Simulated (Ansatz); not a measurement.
Consider a periodic stack without vacuum, fcc Pb (1 1 1) on rock-salt PbS (1 1 1) (film strained to the substrate, started from cuts of the bulks and a machine-learned relaxation; slabs Pb12S12 and Pb16, which can lie off the formulas): substrate slab Pb12S12, film Pb16, surface cells [[-2, 1], [-1, -1]] and [[2, 0], [0, 2]], film strained by +3.3 and +3.3 %, outermost planes S/Pb and Pb/Pb as cut, which need not be the usual terminations and can put a slab off its formula. Its start:

```
CELL_PARAMETERS angstrom
      7.35886     0.00000    -0.00039
      3.67943     6.37296     0.00064
      3.37146     2.30472    25.60211
ATOMIC_POSITIONS crystal
  Pb 0.63670 0.66586 0.10763
  Pb 0.31017 0.33790 0.10828
  Pb 0.96311 0.01155 0.10816
  Pb 0.59878 0.29029 0.24348
  Pb 0.26545 0.95666 0.24402
  Pb 0.93258 0.62259 0.24407
  Pb 0.55917 0.91002 0.37896
  Pb 0.23030 0.57481 0.37889
  Pb 0.89481 0.23869 0.37886
  Pb 0.53525 0.52337 0.51403
  Pb 0.18103 0.20319 0.51177
  Pb 0.86006 0.84984 0.51447
  S  0.65248 0.36063 0.05189
  S  0.32355 0.03923 0.03212
  S  0.99289 0.70150 0.03528
  S  0.61709 0.97652 0.17828
  S  0.28104 0.65000 0.17843
  S  0.95322 0.31343 0.17844
  S  0.57903 0.59616 0.31721
  S  0.24669 0.26333 0.31747
  S  0.90992 0.93071 0.31715
  S  0.54413 0.21254 0.45799
  S  0.20462 0.87579 0.45784
  S  0.87516 0.54500 0.45529
  Pb 0.77009 0.07092 0.62727
  Pb 0.76330 0.55633 0.62855
  Pb 0.29132 0.02956 0.62896
  Pb 0.24577 0.55564 0.62752
  Pb 0.40940 0.67121 0.73467
  Pb 0.41039 0.18303 0.73314
  Pb 0.90657 0.68188 0.73236
  Pb 0.90361 0.18086 0.73378
  Pb 0.05150 0.30182 0.84409
  Pb 0.04172 0.80661 0.84415
  Pb 0.53962 0.30036 0.84548
  Pb 0.54036 0.81564 0.84394
  Pb 0.67806 0.93784 0.95996
  Pb 0.68139 0.43343 0.94763
  Pb 0.18923 0.91811 0.95710
  Pb 0.16471 0.43391 0.95786
```

The start was prepared with a machine-learned potential, and the result is one local minimum, with the in-plane cell held and forces under 0.04 eV/Å; the film can end far from its bulk form.

These are PBE (plane waves to 420 eV, PAW; Ansatz, an electronic-structure program) values and carry that method's errors. Scalar-relativistic, without spin–orbit coupling; the runs are not spin-polarised. Its k-point mesh 4×4×1, Fermi–Dirac width 0.05 eV.

Predict the relaxed interface.

The interface area is 46.9 Å², the period is 26.19 Å and the heights between the nearest atoms of the two slabs at the two interfaces is 2.93 and 2.38 Å. The Pb–Pb contacts across the interfaces within 1.22 times the sum of covalent radii is 3, mean 3.44 Å. The Pb–S contacts across the interfaces within 1.22 times the sum of covalent radii comes out as 1, mean 2.77 Å.
